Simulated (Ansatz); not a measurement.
Functionals compared on NH2 on the 1x1 (0001) surface of hcp Ti, one in a 2x2 cell, started at the site 'bridge Ti-Ti (span 2.9 Å)', in Ansatz (plane waves, PAW). The structure was relaxed with PBE; the other rows are single points on it, each with its references at the same level. Cutoff 420 eV (500 eV for r2SCAN).

Slab: 19 atoms, 6.8 Å thick at the start under the adsorbate (thin: gaps and levels are the slab's own); k 6x6x1, smearing 0.1 eV, dipole-corrected; 8 atoms held, the rest relaxed; no symmetry held; no spin, no spin-orbit, no U, no dispersion correction. At the end it is bonded to 3 Ti. In PBE it is, or lies within 0.03 eV of, the lowest of the starts that converged. These notes are the PBE run's. Adsorption energies are against NH3(g) − ½ H2(g). A negative adsorption energy means that the adsorbate is more stable on the surface than in its reference.

```
functional  adsorption energy (eV)  work function of the top face (eV)  change of the work function (eV)  rough cost of the single point
----------  ----------------------  ----------------------------------  --------------------------------  ------------------------------
PBE                          -1.51                                3.29                             -1.11                               –
RPBE                    (withheld)                          (withheld)                        (withheld)   very roughly 2.7 core-minutes
r2SCAN                       -1.91                                3.32                             -1.21     very roughly 5 core-minutes
```

Q: Complete the blanks.

A: 
- RPBE, adsorption energy (eV): -1.26
- RPBE, work function of the top face (eV): 3.19
- RPBE, change of the work function (eV): -1.10

Ansatz is an electronic-structure program.
